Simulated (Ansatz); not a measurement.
# Response to strain in GaP

The reference is GaP in the zinc blende structure (space group F-43m, No. 216; a = 5.439 Å). Axes: x, y, z lie along the cube axes.

Strains are applied to the cell and any free atomic positions relax; under biaxial strain the out-of-plane vector relaxes too.

All numbers come from DFT with PBEsol, PAW potentials and a 420 eV plane-wave cutoff in Ansatz (an electronic-structure program), without spin-orbit coupling.

| biaxial strain, plane normal [111], relaxed out of plane (%) | out-of-plane strain (%) |
|---|---|
| -2.5 | 1.20 |
| -2.08 | 0.99 |
| -1.67 | 0.79 |
| -1.25 | 0.59 |
| -0.83 | 0.38 |
| -0.42 | ? |
| 0 | 0.00 |

Q: Fit ε⊥ = −νε + γε² (strains in %) to the rows shown and predict the withheld row.

A: Least squares on the printed values gives ν = 0.46 (the biaxial Poisson response) and γ = 0.009 (largest residual 0.01 %); this predicts 0.19 %, and the run gives 0.19 %, in agreement.

Stability against distortions was not tested.
